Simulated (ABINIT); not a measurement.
**A self-consistent single point of TiP (P6_3/mmc, 4 atoms in the cell) with ABINIT**

Computed with PBEsol, PAW (JTH v2.0 PBE PAW, files made for PBE) (plane waves; ABINIT).

Input:

```
# TiP, JTH v2.0 PBE PAW
pp_dirpath "./"
pseudos "Ti.GGA_PBE-JTH.xml, P.GGA_PBE-JTH.xml"
acell 3*1.0
rprim
         8.0009307538   -0.0000000969    0.0000000000
        -4.0004652930    6.9290093352    0.0000000000
         0.0000000000    0.0000000000    9.2047047750
natom 4
ntypat 2
znucl 22 15
typat 1 1 2 2
xcart
         2.1169551253    1.2222245773    3.6531900000
         0.0000000296    2.4444492058    1.2177300000
         0.0000000296    2.4444492058    3.6531900000
         2.1169551253    1.2222245773    1.2177300000
      Angstrom
ecut 816 eV
pawecutdg 1633 eV
pawxcdev 0
ixc -116133
occopt 3
tsmear 0.1 eV
nband 23
kptopt 1
ngkpt 9 9 7
nshiftk 1
shiftk 0 0 0
nstep 80
tolvrs 1.0e-10
prtwf 0
prtden 0
prtvol 1
enunit 2
```

Log, with long lists cut:

```
 Symmetries : space group P6_3/m m c (#194); Bravais hP (primitive hexag.)

 -outvars: echo values of preprocessed input variables --------
            acell      1.0000000000E+00  1.0000000000E+00  1.0000000000E+00 Bohr
             ecut      2.99874495E+01 Hartree
           enunit           2
              ixc     -116133
         kptrlatt        9    0    0      0    9    0      0    0    7
          kptrlen      6.44329334E+01
            natom           4
            nband          23
            ngfft          40      40      48
          ngfftdg          60      60      72
             nkpt          48
            nstep          80
             nsym          24
           ntypat           2
           occopt           3
        pawecutdg      6.00116484E+01 Hartree
         pawxcdev           0
            rprim      8.0009307538E+00 -9.6900000000E-08  0.0000000000E+00
                      -4.0004652930E+00  6.9290093352E+00  0.0000000000E+00
                       0.0000000000E+00  0.0000000000E+00  9.2047047750E+00
          spgroup         194
           tolvrs      1.00000000E-10
           tsmear      3.67493254E-03 Hartree
            typat      1  1  2  2
           useylm           1
             xred      6.6666666886E-01  3.3333333553E-01  7.5000000218E-01
                       3.3333333553E-01  6.6666666886E-01  2.5000000218E-01
                       3.3333333553E-01  6.6666666886E-01  7.5000000218E-01
                       6.6666666886E-01  3.3333333553E-01  2.5000000218E-01
            znucl       22.00000   15.00000

== DATASET  1 ==================================================================

 Real(R)+Recip(G) space primitive vectors, cartesian coordinates (Bohr,Bohr^-1):
 R(1)=  8.0009308 -0.0000001  0.0000000  G(1)=  0.1249855  0.0721604  0.0000000
 R(2)= -4.0004653  6.9290093  0.0000000  G(2)=  0.0000000  0.1443208  0.0000000
 R(3)=  0.0000000  0.0000000  9.2047048  G(3)=  0.0000000  0.0000000  0.1086401
 Unit cell volume ucvol=  5.1029524E+02 bohr^3
 Angles (23,13,12)=  9.00000000E+01  9.00000000E+01  1.20000000E+02 degrees

 Coarse grid specifications (used for wave-functions):

 getcut: wavevector=  0.0000  0.0000  0.0000  ngfft=  40  40  48
         ecut(hartree)=     29.987   => boxcut(ratio)=   2.02808

 Fine grid specifications (used for densities):

 getcut: wavevector=  0.0000  0.0000  0.0000  ngfft=  60  60  72
         ecut(hartree)=     60.012   => boxcut(ratio)=   2.15044

   1.76390237E+03                                ecore*ucvol(ha*bohr**3)

_setup2: Arith. and geom. avg. npw (full set) are    4002.206    4002.191

--- !BeginCycle
solver: {iscf: 17, nstep: 80, nline: 4, wfoptalg: 10, }
tolerances: {tolvrs: 1.00E-10, }
...

     iter   Etot(hartree)      deltaE(h)  residm     nres2
 ETOT  1  -129.29838999927    -1.293E+02 4.460E+00 2.716E+01
 ETOT  2  -130.64358360596    -1.345E+00 1.606E-01 5.530E+00
 ETOT  3  -130.65188808973    -8.304E-03 1.169E-01 1.197E+01
 ETOT  4  -130.64609798366     5.790E-03 5.424E-02 5.889E+00
 ETOT  5  -130.63838489750     7.713E-03 4.258E-02 2.333E-01
 ETOT  6  -130.63829519020     8.971E-05 3.926E-03 5.594E-03
   [... 4 lines left out ...]
 ETOT 11  -130.63830955475     2.713E-08 2.239E-03 9.208E-07
 ETOT 12  -130.63830955481    -6.096E-11 1.409E-03 6.617E-08
 ETOT 13  -130.63830955477     3.936E-11 6.503E-04 1.078E-08
 ETOT 14  -130.63830955464     1.330E-10 1.631E-03 1.997E-10
 ETOT 15  -130.63830955466    -1.782E-11 3.636E-04 1.853E-11

 At SCF step   15       nres2   =  1.85E-11 < tolvrs=  1.00E-10 =>converged.

 Cartesian components of stress tensor (hartree/bohr^3)
  sigma(1 1)=  9.56829750E-05  sigma(3 2)=  0.00000000E+00
  sigma(2 2)=  9.56829749E-05  sigma(3 1)=  0.00000000E+00
  sigma(3 3)=  1.29846987E-04  sigma(2 1)=  1.77083246E-14

 ----iterations are completed or convergence reached----

 reduced coordinates (array xred) for    4 atoms
       0.666666668861      0.333333335526      0.750000002183
       0.333333335527      0.666666668860      0.250000002183
       0.333333335527      0.666666668860      0.750000002183
       0.666666668861      0.333333335526      0.250000002183
 cartesian forces (eV/Angstrom) at end:
    1     -0.00000000000000    -0.00000000000000    -0.00000000000000
    2      0.00000000000000     0.00000000000000    -0.00000000000000
    3      0.00000000000000     0.00000000000000    -0.00000000000000
    4     -0.00000000000000     0.00000000000000    -0.00000000000000
 frms,max,avg= 5.9879133E-27 1.5236925E-26   0.000E+00  0.000E+00  0.000E+00 e/A
 length scales=  1.000000000000  1.000000000000  1.000000000000 bohr
              =  0.529177208590  0.529177208590  0.529177208590 angstroms
 Fermi (or HOMO) energy (hartree) =   0.25588   Average Vxc (hartree)=  -0.37492
 Eigenvalues (hartree) for nkpt=  48  k points:
 kpt#   1, nband= 23, wtk=  0.00176, kpt=  0.0000  0.0000  0.0000 (reduced coord)
  -1.83849   -1.83788   -0.97208   -0.97208   -0.97178   -0.97044   -0.97044   -0.96777
  -0.18506   -0.10690    0.10492    0.12971    0.12971    0.15223    0.15223    0.23493
   0.23493    0.25466    0.27936    0.30450    0.30450    0.35733    0.37747
      occupation numbers for kpt#   1
   2.00000    2.00000    2.00000    2.00000    2.00000    2.00000    2.00000    2.00000
   2.00000    2.00000    2.00000    2.00000    2.00000    2.00000    2.00000    1.99334
   1.99334    1.16435    0.00335    0.00000    0.00000    0.00000    0.00000
 prteigrs : prtvol=0 or 1, do not print more k-points.

 Fermi (or HOMO) energy (eV) =   6.96288   Average Vxc (eV)= -10.20200
 Eigenvalues (   eV  ) for nkpt=  48  k points:
 kpt#   1, nband= 23, wtk=  0.00176, kpt=  0.0000  0.0000  0.0000 (reduced coord)
 -50.02796  -50.01116  -26.45177  -26.45177  -26.44345  -26.40709  -26.40709  -26.33443
  -5.03562   -2.90884    2.85515    3.52956    3.52956    4.14225    4.14225    6.39267
   6.39267    6.92971    7.60189    8.28599    8.28599    9.72336   10.27139
 prteigrs : prtvol=0 or 1, do not print more k-points.

--- !EnergyTerms
comment             : Components of total free energy in Hartree
kinetic             :  2.06769458171842E+01
hartree             :  3.37383258224567E+01
xc                  : -1.09633031950839E+01
Ewald energy        : -8.59562509564960E+01
psp_core            :  3.45663103153449E+00
local_psp           : -9.49128341175723E+01
spherical_terms     :  3.32635383006029E+00
internal            : -1.30634131767917E+02
'-kT*entropy'       : -4.17956873782949E-03
total_energy        : -1.30638311336654E+02
total_energy_eV     : -3.55484923660389E+03
...

-Cartesian components of stress tensor (GPa)         [Pressure= -3.1501E+00 GPa]
- sigma(1 1)=  2.81508984E+00  sigma(3 2)=  0.00000000E+00
- sigma(2 2)=  2.81508984E+00  sigma(3 1)=  0.00000000E+00
- sigma(3 3)=  3.82022962E+00  sigma(2 1)=  5.20996809E-10

 Calculation completed.
```

The run converged in 15 iterations.

The starting cell comes from a database of computed structures (which also holds hypothetical and non-ambient phases and stackings), without a prior relaxation at this level. Spin polarisation is off, so a magnetic state, if there is one, cannot be reached. The potentials were made for another functional than the one used. With a pressure of about -3 GPa the cell is away from its equilibrium volume at this level.

Cost on one core of a shared machine: roughly 4 min.
